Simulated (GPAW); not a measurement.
Density of states of VSe2 (P-3m1, 3 atoms in the cell).

```
CELL_PARAMETERS angstrom
      3.42631     0.00000     0.00000
     -1.71315     2.96727     0.00000
      0.00000     0.00000     6.34971
ATOMIC_POSITIONS crystal
  V  0.00000 0.00000 0.00000
  Se 0.66667 0.33333 0.75873
  Se 0.33333 0.66667 0.24127
```
Moments meant for the start (each program seeds them in its own way; μB, in the order of the atoms V Se Se): 2.0 0.0 0.0.

Method: LDA (Perdew-Wang 92), GPAW PAW datasets LDA (gpaw-data 1.0.1) (plane waves; GPAW).

SCF settings: spinpol = true; mode = pw; ecut = 800 eV; xc = LDA; kpts = 7 7 3; mesh shift (steps) = 0 0 0; occupations.name = methfessel-paxton; occupations.width = 0.1 eV; occupations.order = 1; nbands = -11; convergence.density = 1e-05 e/electron; convergence.energy = 1e-05 eV/electron; symmetry.symmorphic = false; symmetry.tolerance = 0.0005; maxiter = 100. Keys of the DOS step: dos_kpts = 11 11 5; dos_width = 0.3 eV.

The starting cell comes from a database of computed structures (which also holds hypothetical and non-ambient phases and stackings), without a prior relaxation at this level. With one magnetic atom in the cell only a parallel order is possible.

Total DOS (both spins), as means of the tabulated values in each energy bin; the zero is the program's Fermi level or highest filled level, and the curve is cut to this window:

(E (eV), states/eV/cell): (-7.88, 0.00); (-7.62, 0.00); (-7.38, 0.00); (-7.12, 0.00); (-6.88, 0.00); (-6.62, 0.00); (-6.38, 0.00); (-6.12, 0.01); (-5.88, 0.09); (-5.62, 0.40); (-5.38, 0.90); (-5.12, 1.34); (-4.88, 1.89); (-4.62, 2.87); (-4.38, 3.13); (-4.12, 2.35); (-3.88, 1.69); (-3.62, 1.68); (-3.38, 2.15); (-3.12, 3.04); (-2.88, 3.73); (-2.62, 4.17); (-2.38, 4.01); (-2.12, 3.08); (-1.88, 2.73); (-1.62, 2.52); (-1.38, 2.00); (-1.12, 1.68); (-0.88, 1.40); (-0.62, 1.35); (-0.38, 1.70); (-0.12, 1.97); (0.12, 2.31); (0.38, 3.18); (0.62, 4.06); (0.88, 4.29)

Around zero the curve holds about 2.1 states/eV/cell.
